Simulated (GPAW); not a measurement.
# GPAW run on NiSb (P6_3/mmc, 4 atoms in the cell): self-consistent single point

Method of the run: PBE, GPAW PAW datasets PBE (gpaw-data 1.0.1) (plane waves; GPAW).

This input was run:

```python
from ase import Atoms
from ase.units import GPa
from gpaw import GPAW, PW

atoms = Atoms(['Ni', 'Ni', 'Sb', 'Sb'],
              cell=[[1.978362, -3.426624, 0.000000],
                    [1.978362, 3.426624, 0.000000],
                    [0.000000, 0.000000, 5.164884]],
              scaled_positions=[[0.000000, 0.000000, 0.500000],
                                [0.000000, 0.000000, 0.000000],
                                [0.333333, 0.666667, 0.250000],
                                [0.666667, 0.333333, 0.750000]],
              pbc=True)

calc = GPAW(mode=PW(800),
            xc='PBE',
            kpts={'size': (8, 8, 5), 'gamma': True},
            occupations={'name': 'methfessel-paxton', 'width': 0.2, 'order': 0},
            nbands=-10,
            convergence={'density': 1e-05, 'energy': 1e-05},
            symmetry={'symmorphic': False, 'tolerance': 0.0005},
            maxiter=100,
            txt='-')

atoms.calc = calc

energy = atoms.get_potential_energy()
print('Energy (eV):', round(energy, 6))
forces = atoms.get_forces()
print('Forces (eV/Ang):')
print(forces.round(5))
stress = atoms.get_stress()
print('Stress (GPa, Voigt):', (stress / GPa).round(4))
```

Log, with long lists cut:

```
Input parameters:
  convergence: {density: 1e-05,
                energy: 1e-05}
  kpts: {gamma: True,
         size: (8, 8, 5)}
  maxiter: 100
  mode: {ecut: 800.0,
         name: pw}
  nbands: -10
  occupations: {name: methfessel-paxton,
                order: 0,
                width: 0.2}
  symmetry: {symmorphic: False,
             tolerance: 0.0005}
  xc: PBE

species:
  Ni:
    name: Nickel
    Z: 28.0
    valence: 16
    core: 12
    charge: 0.0
    file: Ni.PBE.gz

    # Using partial waves for Ni as LCAO basis

  Sb:
    name: Antimony
    Z: 51.0
    valence: 15
    core: 36
    charge: 0.0
    file: Sb.PBE.gz

    # Using partial waves for Sb as LCAO basis

Reference energy: -435299.113390  # eV

Spin-paired calculation

Convergence criteria:
 Maximum [total energy] change in last 3 cyles: 1e-05 eV / valence electron
 Maximum integral of absolute [dens]ity change: 1e-05 electrons / valence electron
 Maximum integral of absolute [eigenst]ate change: 4e-08 eV^2 / valence electron
 Maximum number of scf [iter]ations: 100

Symmetries present (total): 24
Symmetries with fractional translations: 12
320 k-points: 8 x 8 x 5 Monkhorst-Pack grid + [1/16,1/16,0.000000]
30 k-points in the irreducible part of the Brillouin zone
       k-points in crystal coordinates                weights
   0:     0.00000000    0.00000000    0.00000000          1/320
   1:     0.00000000    0.00000000    0.20000000          2/320
   2:     0.00000000    0.00000000    0.40000000          2/320
   [... 7 lines left out ...]
          ...
  29:     0.50000000    0.50000000    0.40000000          6/320

Wave functions: Plane wave expansion
  Cutoff energy: 800.000 eV
  Number of coefficients (min, max): 3533, 3625
  Pulay-stress correction: 0.000000 eV/Ang^3 (de/decut=0.000000)

Occupation numbers: Methfessel-Paxton:
  width: 0.2000  # eV
  order: 0

Eigensolver

Densities:
  Coarse grid: 27*27*36 grid
  Fine grid: 54*54*72 grid
  Total Charge: 0.000000

Density mixing:
  Method: separate
  Backend: pulay
  Linear mixing parameter: 0.05
  old densities: 5
  Damping of long wavelength oscillations: 50

Hamiltonian:
  XC and Coulomb potentials evaluated on a 54*54*72 grid
  External potential:
    NoExternalPotential

XC parameters: PBE with 2 nearest neighbor stencil

Number of atoms: 4
Number of atomic orbitals: 42
Number of bands in calculation: 41
Number of valence electrons: 62
Bands to converge: occupied

Density initialized from atomic densities
  41 bands from LCAO basis set

Atomic positions and initial magnetic moments

Positions:
   0 Ni     0.000000    0.000000    2.582442    ( 0.0000,  0.0000,  0.0000)
   1 Ni     0.000000    0.000000    0.000000    ( 0.0000,  0.0000,  0.0000)
   2 Sb     1.978362    1.142210    1.291221    ( 0.0000,  0.0000,  0.0000)
   3 Sb     1.978362   -1.142210    3.873663    ( 0.0000,  0.0000,  0.0000)

Unit cell:
           periodic     x           y           z      points  spacing
  1. axis:    yes    1.978362   -3.426624    0.000000    27     0.1269
  2. axis:    yes    1.978362    3.426624    0.000000    27     0.1269
  3. axis:    yes    0.000000    0.000000    5.164884    36     0.1435

  Lengths:   3.956724   3.956724   5.164884
  Angles:   90.000000  90.000000 120.000007

Effective grid spacing dv^(1/3) = 0.1387

     iter     time        total  log10-change:
                         energy   eigst   dens
iter:   1 --:--:--   -27.217220
iter:   2 --:--:--   -25.711611   -0.27  -1.44
iter:   3 --:--:--   -24.614231   -0.82  -1.53
iter:   4 --:--:--   -24.840894   -1.63  -1.67
iter:   5 --:--:--   -24.470612   -1.42  -1.74
iter:   6 --:--:--   -24.476480   -3.07  -2.30
iter:   7 --:--:--   -24.485004   -3.03  -2.28
iter:   8 --:--:--   -24.469365   -3.41  -2.33
iter:   9 --:--:--   -24.471952   -3.90  -2.99
iter:  10 --:--:--   -24.469721   -4.64  -2.92
iter:  11 --:--:--   -24.468930   -4.47  -3.08
iter:  12 --:--:--   -24.468932   -5.87  -4.13
iter:  13 --:--:--   -24.468925c  -6.40  -4.14
iter:  14 --:--:--   -24.468923c  -7.18  -4.10
iter:  15 --:--:--   -24.468923c  -8.08c -4.22
iter:  16 --:--:--   -24.468924c  -7.60c -4.23
iter:  17 --:--:--   -24.468930c  -6.95  -4.29
iter:  18 --:--:--   -24.468935c  -7.21  -4.50
iter:  19 --:--:--   -24.468934c  -8.75c -4.86
iter:  20 --:--:--   -24.468939c  -7.56c -4.84
iter:  21 --:--:--   -24.468938c  -8.76c -4.90
iter:  22 --:--:--   -24.468941c  -8.08c -4.90
iter:  23 --:--:--   -24.468938c  -8.46c -4.81
iter:  24 --:--:--   -24.468942c  -8.00c -4.91
iter:  25 --:--:--   -24.468940c  -8.02c -4.82
iter:  26 --:--:--   -24.468938c  -8.48c -4.90
iter:  27 --:--:--   -24.468935c  -7.98c -4.93
iter:  28 --:--:--   -24.468935c  -8.89c -5.05c

Converged after 28 iterations.

Dipole moment: (-0.000000, 0.000000, -0.000000) |e|*Ang

Energy contributions relative to reference atoms: (reference = -435299.113390)

Kinetic:        +17.532361
Potential:      -11.805855
External:        +0.000000
XC:             -30.590209
Entropy (-ST):   -0.047929
Local:           +0.418732
SIC:             +0.000000
--------------------------
Free energy:    -24.492899
Extrapolated:   -24.468935

Showing only first 2 kpts
 Kpt  Band  Eigenvalues  Occupancy
  0    29      9.67799    0.00013
  0    30      9.67803    0.00013
  0    31     11.65054    0.00000
  0    32     11.65055    0.00000

  1    29     10.10903    0.00000
  1    30     10.10908    0.00000
  1    31     11.62041    0.00000
  1    32     11.62042    0.00000

Fermi level: 9.13723

No gap
No difference between direct/indirect transitions
Energy (eV): -24.468935

Forces in eV/Ang:
  0 Ni   -0.00000    0.00000    0.00000
  1 Ni    0.00000    0.00000    0.00000
  2 Sb   -0.00000    0.00000   -0.00000
  3 Sb   -0.00000    0.00000    0.00000

Stress tensor:
    -0.006873     0.000000     0.000000
    -0.000000    -0.006873     0.000000
     0.000000     0.000000    -0.001299
Stress (GPa, Voigt): [-1.1011 -1.1011 -0.208   0.      0.      0.    ]
```

The run converged in 28 iterations. GPAW prints stress with tension positive.

The starting cell has typed, rounded lattice constants, without a prior relaxation at this level. Its lattice was rescaled by a random factor within 2.5 % of one. Spin-orbit coupling is off. Spin polarisation is off.

Cost on one core of a shared machine: roughly 3 min.
